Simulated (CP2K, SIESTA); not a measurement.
A SIESTA input for a self-consistent single point of Rb3Cd (P1, 4 atoms in the cell) (DFT, GGA PBEsol, numerical atomic orbitals DZP, PseudoDojo PBEsol standard norm-conserving potentials (rewritten from UPF to PSML)):

```
# files in the folder: Rb.psml Cd.psml (PseudoDojo PBEsol standard)
SystemName  Rb3Cd
SystemLabel rb3cd

NumberOfAtoms                4
NumberOfSpecies              2
%block ChemicalSpeciesLabel
  1 37 Rb
  2 48 Cd
%endblock ChemicalSpeciesLabel
LatticeConstant              1.0 Ang
%block LatticeVectors
     6.432438000    0.000000000    0.000000000
     0.000000000    6.432438000    0.000000000
     0.000000000    0.000000000    6.432438000
%endblock LatticeVectors
AtomicCoordinatesFormat      ScaledCartesian
%block AtomicCoordinatesAndAtomicSpecies
    -0.024777751    3.232911177    3.245943296  1
     3.230711283   -0.031859865    3.178319075  1
     3.225861225    3.279951596    0.010857955  1
     0.000643244   -0.048564907   -0.002688759  2
%endblock AtomicCoordinatesAndAtomicSpecies

XC.functional                GGA
XC.authors                   PBEsol
PAO.BasisSize                DZP
PAO.EnergyShift              0.01 Ry
MeshCutoff                   300 Ry
%block kgrid.MonkhorstPack
    4   0   0  0.0
    0   4   0  0.0
    0   0   4  0.0
%endblock kgrid.MonkhorstPack
OccupationFunction           FD
ElectronicTemperature        1160.45 K

MaxSCFIterations             150
SCF.Mixer.Method             Broyden
SCF.Mixer.Weight             0.2
SCF.Mixer.History            6
SCF.DM.Tolerance             1.0E-05
Diag.ParallelOverK           true
WriteForces                  true
```

Q: Translate this input to CP2K.

A: One input that does it (others would too):

```
&GLOBAL
  PROJECT bulk
  RUN_TYPE ENERGY_FORCE
  PRINT_LEVEL LOW
&END GLOBAL
&FORCE_EVAL
  METHOD Quickstep
  STRESS_TENSOR ANALYTICAL
  &DFT
    BASIS_SET_FILE_NAME BASIS_MOLOPT_UZH
    POTENTIAL_FILE_NAME POTENTIAL_UZH
    &QS
      METHOD GPW
      EPS_DEFAULT 1E-11
    &END QS
    &MGRID
      CUTOFF 500
      REL_CUTOFF 50
      NGRIDS 5
    &END MGRID
    &SCF
      SCF_GUESS ATOMIC
      EPS_SCF 1E-6
      MAX_SCF 100
      ADDED_MOS 7
      &DIAGONALIZATION
        ALGORITHM STANDARD
      &END DIAGONALIZATION
      &MIXING
        METHOD BROYDEN_MIXING
        ALPHA 0.2
        NBUFFER 12
      &END MIXING
      &SMEAR ON
        METHOD FERMI_DIRAC
        ELECTRONIC_TEMPERATURE [K] 1160.45
      &END SMEAR
    &END SCF
    &KPOINTS
      SCHEME MONKHORST-PACK 4 4 4
      GAMMA_CENTERED T
    &END KPOINTS
    &XC
      &XC_FUNCTIONAL
        &PBE
          PARAMETRIZATION PBESOL
        &END PBE
      &END XC_FUNCTIONAL
    &END XC
    &PRINT
      &MO
        EIGENVALUES T
        OCCUPATION_NUMBERS T
        NDIGITS 8
        FILENAME mo
        &EACH
          QS_SCF 0
        &END EACH
        ADD_LAST NUMERIC
      &END MO
      &MULLIKEN OFF
      &END MULLIKEN
    &END PRINT
  &END DFT
  &SUBSYS
    &CELL
      A 6.43243800 0.00000000 0.00000000
      B 0.00000000 6.43243800 0.00000000
      C 0.00000000 0.00000000 6.43243800
      PERIODIC XYZ
    &END CELL
    &COORD
      SCALED
      Rb      -0.00385200     0.50259500     0.50462100
      Rb       0.50225300    -0.00495300     0.49410800
      Rb       0.50149900     0.50990800     0.00168800
      Cd       0.00010000    -0.00755000    -0.00041800
    &END COORD
    &KIND Rb
      BASIS_SET DZVP-MOLOPT-PBE-GTH-q9
      POTENTIAL GTH-PBE-q9
    &END KIND
    &KIND Cd
      BASIS_SET DZVP-MOLOPT-PBE-GTH-q12
      POTENTIAL GTH-PBE-q12
    &END KIND
  &END SUBSYS
  &PRINT
    &FORCES ON
    &END FORCES
    &STRESS_TENSOR ON
    &END STRESS_TENSOR
  &END PRINT
&END FORCE_EVAL
```

Basis, cutoffs, solver keys and any potentials are the target program's own. This input uses DFT PBEsol, GPW, DZVP-MOLOPT-PBE-GTH basis, GTH-PBE potentials (POTENTIAL_UZH).

The starting cell comes from a database of computed structures (which also holds hypothetical and non-ambient phases and stackings), without a prior relaxation at this level. Its lattice was rescaled by a random factor within 2.5 % of one. For this run, on top of that: atoms moved at random.
